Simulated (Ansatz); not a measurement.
Here is the system:

```
CELL_PARAMETERS angstrom
      3.12859     0.00000     0.00000
      0.00000     5.01696     0.00000
      1.56430     0.00000     2.70944
ATOMIC_POSITIONS crystal
  Al 0.66667 0.50071 0.66667
  Al 0.33333 0.00071 0.33333
  N  0.66667 0.11929 0.66667
  N  0.33333 0.61929 0.33333
```

Space group of this cell: P6_3mc, wurtzite. The cell is taken as given; by r2SCAN its mean pressure is -4.4 GPa.

The current runs along the normal of the first two printed vectors, the (100) plane. All runs by Ansatz (a quantum-chemistry and plane-wave program), plane waves and PAW, without spin-orbit coupling; the base is r2SCAN.

```
run                                                      mean pressure (GPa)  gap (eV)  mid-gap κ (1/Å)
-------------------------------------------------------  -------------------  --------  ---------------
base                                                                    -4.4      4.69            0.300
all lengths scaled by 0.98                                               8.9      5.25            0.325
all lengths scaled by 1.02                                             -14.6      4.15            0.275
lda in place of r2scan                                                  -7.9       ___              ___
lengths across the current scaled by 0.98, ions clamped                  4.1       ___              ___
lengths along the current scaled by 0.97, ions clamped                   2.2       ___              ___
lengths along the current scaled by 1.03, ions clamped                  -9.8      4.37            0.286
pbesol in place of r2scan                                               -3.1      3.97            0.273
```

Complete the blanks.


- lda in place of r2scan, gap (eV): 4.07
- lda in place of r2scan, mid-gap κ (1/Å): 0.280
- lengths across the current scaled by 0.98, ions clamped, gap (eV): 5.03
- lengths across the current scaled by 0.98, ions clamped, mid-gap κ (1/Å): 0.315
- lengths along the current scaled by 0.97, ions clamped, gap (eV): 4.99
- lengths along the current scaled by 0.97, ions clamped, mid-gap κ (1/Å): 0.314
